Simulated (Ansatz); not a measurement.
**A computed series for Zr: response to strain**

The parent structure is Zr in the hcp (Mg type) structure (space group P6_3/mmc, No. 194; relaxed with 0.1 eV smearing).

```xyz
2
Lattice="3.2304 0.0000 0.0000 -1.6152 2.7976 0.0000 0.0000 0.0000 5.1788" Properties=species:S:1:pos:R:3 pbc="T T T"
Zr     1.6152     0.9325     3.8841
Zr     0.0000     1.8651     1.2947
```

Cartesian axes are those of the cell as printed.

Strains are applied to the cell and any free atomic positions relax; under biaxial strain the out-of-plane vector relaxes too.

All numbers come from PBE, PAW, 420 eV (Ansatz, a quantum-chemistry and plane-wave program; spin-orbit coupling left out).

Notes on the quantities. in-plane stress: mean in-plane stress (compression positive).

```csv
change,out-of-plane strain,shortest interatomic distance,in-plane stress
base,–,6.030 bohr,–
"biaxial strain −3.00 %, plane normal [001], relaxed out of plane",+2.79 %,5.921 bohr,+4.4 GPa
"biaxial strain −2.50 %, plane normal [001], relaxed out of plane",+2.26 %,5.952 bohr,+3.8 GPa
"biaxial strain −2.00 %, plane normal [001], relaxed out of plane",+1.76 %,5.982 bohr,+3.0 GPa
"biaxial strain −1.50 %, plane normal [001], relaxed out of plane",+1.29 %,6.013 bohr,+2.3 GPa
"biaxial strain −1.00 %, plane normal [001], relaxed out of plane",+0.84 %,6.043 bohr,+1.5 GPa
"biaxial strain −0.50 %, plane normal [001], relaxed out of plane",+0.41 %,6.037 bohr,+0.8 GPa
"biaxial strain +0.50 %, plane normal [001], relaxed out of plane",-0.40 %,6.025 bohr,-0.8 GPa
"biaxial strain +2.00 %, plane normal [001], relaxed out of plane",-1.54 %,6.011 bohr,-3.0 GPa
"biaxial strain +2.50 %, plane normal [001], relaxed out of plane",-1.91 %,6.007 bohr,-3.7 GPa
```

Whether these cells are dynamically stable was not tested. All final runs are without spin polarisation.
